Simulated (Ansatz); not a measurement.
Reference: La2O3 (P-3m1), PBEsol with spin-orbit coupling, rigid bands (plane waves, PAW; Ansatz, an electronic-structure program); axes and stresses refer to this cell.

```
La2O3
1.0
    3.90609     0.00000     0.00000
   -1.95304     3.38277     0.00000
    0.00000     0.00000     6.04018
La O
2 3
Cartesian
  1.95304   1.12759   4.55810
  0.00000   2.25518   1.48208
  1.95304   1.12759   2.13805
  0.00000   2.25518   3.90213
  0.00000   0.00000   0.00000
```

The electron mass along z is 1.08 mₑ. The band gap is 3.76 eV and the Seebeck coefficient, n-type 1e19 cm⁻³ comes out as -493 μV/K.

Q: Change: hydrostatic pressure 2 GPa. What happens to electron mass along z, band gap, Seebeck coefficient, n-type 1e19 cm⁻³?

A: electron mass along z moves little, to 1.09 mₑ; band gap moves little, to 3.75 eV; Seebeck coefficient, n-type 1e19 cm⁻³ moves little, to -483 μV/K.

Q: Change: hydrostatic pressure 5 GPa. What happens to electron mass along z, band gap, Seebeck coefficient, n-type 1e19 cm⁻³?

A: electron mass along z grows to 1.14 mₑ; band gap moves little, to 3.75 eV; Seebeck coefficient, n-type 1e19 cm⁻³ decreases in size to -453 μV/K.

Masses are for dilute carriers at 300 K, harmonic means over directions unless an axis is named. Seebeck coefficients are for the stated density at 300 K, with one relaxation time for all states and whether or not that doping can be reached. Stresses and pressures are the targets of the relaxation.  The structure type is held under load, also where the real crystal would transform.
